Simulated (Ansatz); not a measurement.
Defect: Ti-vacancy pair (Ti on one host Zr site, one O site vacant) in monoclinic ZrO2, charge state +2. Method: PBE, PAW (plane waves to 420 eV; Ansatz, a program for electronic structure).

96-site cell at the relaxed PBE lattice, the Γ point alone, smearing 0.01 eV, spin-restricted, no finite-size correction. Static, classical nuclei. The charge state is imposed; whether it is stable for some Fermi level was not computed. Forms of the defect that were not tried may lie lower.

Barriers: single points on a 2×2×2 k-point mesh shifted by half a step at the bands' geometries.

Relaxed starting cell (atoms counted from 1):

```yaml
crystal:
  lattice:
    - [10.37868, 0.00000, 0.00000]
    - [0.00000, 10.48354, 0.00000]
    - [-1.80708, 0.00000, 10.60481]
  atoms:
    - { symbol: Ti, position: [0.14902, 0.24869, 0.34128] }
    - { symbol: Zr, position: [0.13791, 0.22985, 0.85501] }
    - { symbol: Zr, position: [0.13657, 0.72922, 0.35536] }
    - { symbol: Zr, position: [0.13787, 0.72858, 0.85669] }
    - { symbol: Zr, position: [0.63621, 0.22884, 0.35609] }
    - { symbol: Zr, position: [0.63627, 0.23100, 0.85560] }
    - { symbol: Zr, position: [0.63322, 0.72198, 0.35290] }
    - { symbol: Zr, position: [0.63885, 0.72878, 0.85526] }
    - { symbol: Zr, position: [0.36539, 0.27017, 0.14324] }
    - { symbol: Zr, position: [0.35781, 0.27422, 0.64381] }
    - { symbol: Zr, position: [0.36222, 0.77177, 0.14531] }
    - { symbol: Zr, position: [0.36424, 0.77031, 0.64539] }
    - { symbol: Zr, position: [0.86777, 0.26646, 0.14975] }
    - { symbol: Zr, position: [0.86245, 0.27103, 0.64589] }
    - { symbol: Zr, position: [0.86291, 0.77291, 0.14378] }
    - { symbol: Zr, position: [0.86231, 0.77297, 0.64500] }
    - { symbol: Zr, position: [0.36299, 0.47913, 0.39671] }
    - { symbol: Zr, position: [0.36337, 0.47974, 0.89587] }
    - { symbol: Zr, position: [0.35758, 0.97930, 0.39267] }
    - { symbol: Zr, position: [0.36442, 0.97781, 0.89700] }
    - { symbol: Zr, position: [0.86439, 0.47701, 0.39748] }
    - { symbol: Zr, position: [0.86129, 0.47722, 0.89565] }
    - { symbol: Zr, position: [0.84072, 0.96844, 0.39092] }
    - { symbol: Zr, position: [0.86283, 0.98042, 0.89515] }
    - { symbol: Zr, position: [0.13921, 0.02273, 0.10717] }
    - { symbol: Zr, position: [0.14145, 0.01431, 0.61528] }
    - { symbol: Zr, position: [0.13616, 0.52389, 0.10397] }
    - { symbol: Zr, position: [0.13680, 0.52363, 0.60551] }
    - { symbol: Zr, position: [0.63784, 0.02201, 0.10353] }
    - { symbol: Zr, position: [0.63298, 0.02439, 0.60708] }
    - { symbol: Zr, position: [0.64078, 0.52010, 0.10462] }
    - { symbol: Zr, position: [0.63958, 0.52147, 0.60641] }
    - { symbol: O, position: [0.02999, 0.09598, 0.93348] }
    - { symbol: O, position: [0.03159, 0.58762, 0.42454] }
    - { symbol: O, position: [0.03028, 0.58946, 0.92791] }
    - { symbol: O, position: [0.52812, 0.08965, 0.42631] }
    - { symbol: O, position: [0.53346, 0.08826, 0.92617] }
    - { symbol: O, position: [0.53186, 0.58595, 0.42798] }
    - { symbol: O, position: [0.53410, 0.58734, 0.92576] }
    - { symbol: O, position: [0.47080, 0.41167, 0.07324] }
    - { symbol: O, position: [0.46676, 0.41322, 0.57603] }
    - { symbol: O, position: [0.46848, 0.91249, 0.07493] }
    - { symbol: O, position: [0.46086, 0.91856, 0.57509] }
    - { symbol: O, position: [0.97096, 0.40653, 0.07750] }
    - { symbol: O, position: [0.96713, 0.41455, 0.57641] }
    - { symbol: O, position: [0.96965, 0.91145, 0.07178] }
    - { symbol: O, position: [0.96628, 0.92261, 0.56194] }
    - { symbol: O, position: [0.46854, 0.34018, 0.32229] }
    - { symbol: O, position: [0.46466, 0.33805, 0.82130] }
    - { symbol: O, position: [0.46454, 0.83675, 0.32564] }
    - { symbol: O, position: [0.46914, 0.83728, 0.82487] }
    - { symbol: O, position: [0.98278, 0.32486, 0.33715] }
    - { symbol: O, position: [0.96855, 0.33846, 0.82363] }
    - { symbol: O, position: [0.96771, 0.84733, 0.32254] }
    - { symbol: O, position: [0.97127, 0.84532, 0.81846] }
    - { symbol: O, position: [0.03570, 0.15039, 0.20326] }
    - { symbol: O, position: [0.03039, 0.15917, 0.67345] }
    - { symbol: O, position: [0.03063, 0.66312, 0.17688] }
    - { symbol: O, position: [0.03283, 0.66674, 0.67447] }
    - { symbol: O, position: [0.53533, 0.16414, 0.17510] }
    - { symbol: O, position: [0.52626, 0.16357, 0.67426] }
    - { symbol: O, position: [0.53023, 0.65971, 0.17557] }
    - { symbol: O, position: [0.53410, 0.66417, 0.67486] }
    - { symbol: O, position: [0.22734, 0.37045, 0.48340] }
    - { symbol: O, position: [0.22673, 0.37201, 0.98882] }
    - { symbol: O, position: [0.22211, 0.87198, 0.48942] }
    - { symbol: O, position: [0.22591, 0.87207, 0.98887] }
    - { symbol: O, position: [0.72576, 0.37028, 0.48859] }
    - { symbol: O, position: [0.72614, 0.37207, 0.98846] }
    - { symbol: O, position: [0.71970, 0.86794, 0.48657] }
    - { symbol: O, position: [0.72720, 0.87310, 0.98731] }
    - { symbol: O, position: [0.27500, 0.12779, 0.01130] }
    - { symbol: O, position: [0.22616, 0.12889, 0.49129] }
    - { symbol: O, position: [0.27365, 0.62837, 0.01275] }
    - { symbol: O, position: [0.27403, 0.62871, 0.51249] }
    - { symbol: O, position: [0.77687, 0.12939, 0.01553] }
    - { symbol: O, position: [0.77398, 0.12513, 0.51125] }
    - { symbol: O, position: [0.77583, 0.62849, 0.01247] }
    - { symbol: O, position: [0.77602, 0.62672, 0.51165] }
    - { symbol: O, position: [0.27841, 0.12788, 0.26128] }
    - { symbol: O, position: [0.27517, 0.12132, 0.76016] }
    - { symbol: O, position: [0.27184, 0.61963, 0.26205] }
    - { symbol: O, position: [0.27358, 0.62278, 0.76329] }
    - { symbol: O, position: [0.77526, 0.11710, 0.26517] }
    - { symbol: O, position: [0.77056, 0.12408, 0.76280] }
    - { symbol: O, position: [0.77372, 0.61915, 0.26258] }
    - { symbol: O, position: [0.77729, 0.62359, 0.76169] }
    - { symbol: O, position: [0.22139, 0.37347, 0.24002] }
    - { symbol: O, position: [0.22383, 0.37904, 0.73605] }
    - { symbol: O, position: [0.22461, 0.87983, 0.23855] }
    - { symbol: O, position: [0.22778, 0.87792, 0.74099] }
    - { symbol: O, position: [0.73727, 0.37427, 0.24055] }
    - { symbol: O, position: [0.72552, 0.37932, 0.73896] }
    - { symbol: O, position: [0.72024, 0.87401, 0.23702] }
    - { symbol: O, position: [0.72637, 0.87982, 0.73618] }
```
Cell charge +2.

End state 1 differs by these moves (Å; atoms that move under 0.08 Å are left out):

```
atom  element     Δx     Δy     Δz
----  -------  -----  -----  -----
1          Ti  -0.19  -0.20   0.34
7          Zr   0.05   0.07   0.04
9          Zr  -0.06   0.08   0.01
13         Zr  -0.19   0.14  -0.10
19         Zr   0.01  -0.03   0.08
23         Zr   0.22   0.11   0.05
25         Zr   0.09  -0.13  -0.10
26         Zr  -0.01   0.07  -0.08
31         Zr  -0.04   0.08  -0.02
33          O  -0.05   0.10   0.13
43          O   0.06  -0.08  -0.03
45          O   0.05  -0.10  -0.11
46          O  -0.04   0.14   0.12
47          O   0.01  -0.10   0.11
52          O   0.04  -0.06  -0.28
54          O   0.01  -0.09   0.04
55          O  -0.02  -0.01   0.08
56          O  -0.41  -0.57   2.34
57          O  -0.02  -0.02   0.09
60          O  -0.07  -0.03   0.03
64          O  -0.06  -0.08   0.00
70          O   0.07   0.03   0.02
73          O   0.47  -0.03   0.23
80          O  -0.61   0.08  -0.09
82          O   0.03   0.07   0.02
84          O   0.03   0.09  -0.04
88          O   0.10   0.14  -0.05
92          O  -0.08   0.08  -0.03
94          O   0.06   0.07   0.02
```

Q: What is the computed forward and backward barriers to end state 1 (PBE, PAW)?

A: forward 0.84 eV, backward 0.81 eV; at the saddle point atom 56 has neighbours Ti at 1.85 Å. The program found a first-order saddle point.

End state 2 differs by these moves (Å; atoms that move under 0.08 Å are left out):

```tsv
atom	element	Δx	Δy	Δz
1	Ti	0.09	-0.42	0.26
7	Zr	0.00	0.09	0.00
13	Zr	-0.04	-0.04	-0.16
19	Zr	0.07	-0.07	0.07
21	Zr	-0.16	0.18	0.09
23	Zr	0.23	0.11	0.04
26	Zr	-0.02	0.09	-0.07
32	Zr	-0.09	-0.01	0.01
34	O	0.00	-0.11	-0.08
43	O	0.10	-0.10	0.00
45	O	0.05	-0.16	-0.20
46	O	-0.04	0.09	0.07
47	O	0.02	-0.09	0.10
52	O	0.42	-2.32	0.96
54	O	0.01	-0.08	0.04
56	O	0.05	0.30	-0.03
57	O	-0.03	-0.02	0.09
59	O	-0.03	-0.10	-0.02
64	O	-0.07	-0.17	-0.09
70	O	0.09	0.04	0.01
72	O	-0.03	0.02	0.07
73	O	0.51	-0.09	0.24
75	O	-0.05	-0.08	-0.01
80	O	-0.04	-0.06	0.11
84	O	0.05	0.06	-0.04
88	O	0.09	0.06	-0.05
92	O	0.27	0.02	0.10
94	O	0.06	0.07	0.02
```

Q: What is the computed forward and backward barriers to end state 2 (PBE, PAW)?

A: forward 0.82 eV, backward 0.85 eV; at the saddle point atom 52 has neighbours Ti at 1.73 Å. The program found a first-order saddle point.

End state 3 differs by these moves (Å; atoms that move under 0.08 Å are left out):

| atom | element | Δx | Δy | Δz |
|---|---|---|---|---|
| 1 | Ti | -0.27 | -0.21 | 0.12 |
| 2 | Zr | 0.02 | 0.09 | 0.15 |
| 7 | Zr | 0.04 | 0.07 | 0.02 |
| 9 | Zr | -0.04 | 0.04 | 0.08 |
| 13 | Zr | -0.04 | 0.05 | -0.06 |
| 14 | Zr | -0.23 | 0.11 | -0.05 |
| 23 | Zr | 0.21 | 0.15 | 0.06 |
| 26 | Zr | 0.14 | -0.09 | -0.21 |
| 32 | Zr | -0.07 | 0.06 | -0.05 |
| 33 | O | 0.03 | -0.03 | -0.09 |
| 35 | O | 0.04 | -0.06 | -0.05 |
| 36 | O | 0.08 | -0.03 | -0.01 |
| 43 | O | 0.08 | -0.09 | -0.01 |
| 44 | O | 0.02 | 0.00 | -0.10 |
| 45 | O | 0.00 | -0.12 | -0.05 |
| 47 | O | -0.01 | 0.07 | 0.21 |
| 52 | O | -0.03 | 0.14 | -0.15 |
| 53 | O | 0.00 | -0.11 | -0.13 |
| 55 | O | -0.04 | -0.08 | 0.07 |
| 56 | O | 0.00 | 0.12 | -0.19 |
| 57 | O | 0.49 | -0.54 | -2.50 |
| 64 | O | -0.08 | -0.10 | -0.01 |
| 68 | O | -0.06 | 0.06 | -0.02 |
| 70 | O | 0.11 | 0.07 | 0.02 |
| 73 | O | 0.56 | -0.09 | 0.27 |
| 77 | O | 0.01 | 0.09 | 0.03 |
| 80 | O | -0.12 | 0.00 | 0.08 |
| 81 | O | -0.40 | 0.02 | -0.07 |
| 88 | O | 0.05 | 0.09 | -0.03 |
| 94 | O | 0.06 | 0.06 | 0.02 |

Q: Give the forward and backward barriers to end state 3 at the level PBE, PAW.

A: forward 1.27 eV, backward 0.79 eV; at the saddle point atom 57 has neighbours 2 O at 2.54; Zr at 2.03, Zr at 2.38, Zr at 2.49 Å. The program found a first-order saddle point.

End state 4 differs by these moves (Å; atoms that move under 0.08 Å are left out):

| atom | element | Δx | Δy | Δz |
|---|---|---|---|---|
| 1 | Ti | -0.27 | -0.28 | 0.14 |
| 9 | Zr | -0.07 | 0.03 | 0.04 |
| 13 | Zr | -0.02 | 0.07 | -0.06 |
| 16 | Zr | -0.13 | -0.19 | 0.12 |
| 17 | Zr | -0.07 | -0.04 | -0.06 |
| 23 | Zr | 0.19 | 0.21 | -0.09 |
| 26 | Zr | 0.21 | 0.18 | -0.05 |
| 32 | Zr | -0.06 | -0.04 | -0.04 |
| 36 | O | 0.10 | -0.06 | 0.00 |
| 43 | O | 0.11 | -0.09 | -0.01 |
| 47 | O | 0.98 | 1.73 | -1.37 |
| 50 | O | 0.09 | 0.02 | 0.00 |
| 52 | O | -0.06 | 0.05 | -0.09 |
| 54 | O | 0.01 | -0.05 | 0.11 |
| 55 | O | 0.03 | 0.07 | -0.12 |
| 56 | O | -0.01 | 0.10 | -0.16 |
| 57 | O | 0.00 | -0.10 | 0.05 |
| 59 | O | 0.01 | 0.07 | -0.09 |
| 61 | O | 0.10 | 0.00 | 0.01 |
| 64 | O | -0.07 | -0.08 | -0.02 |
| 70 | O | 0.45 | 0.05 | 0.15 |
| 73 | O | 0.56 | -0.03 | 0.29 |
| 80 | O | -0.13 | -0.01 | 0.10 |
| 81 | O | 0.03 | 0.05 | 0.06 |
| 84 | O | -0.01 | 0.08 | -0.07 |
| 88 | O | 0.04 | 0.09 | -0.05 |
| 94 | O | 0.06 | 0.08 | 0.03 |
| 95 | O | -0.06 | -0.04 | 0.05 |

Q: What forward and backward barriers to end state 4 does PBE, PAW give?

A: forward 0.90 eV, backward 0.31 eV; at the saddle point atom 47 has neighbours Zr at 1.90, Zr at 1.91 Å. The program found a first-order saddle point.
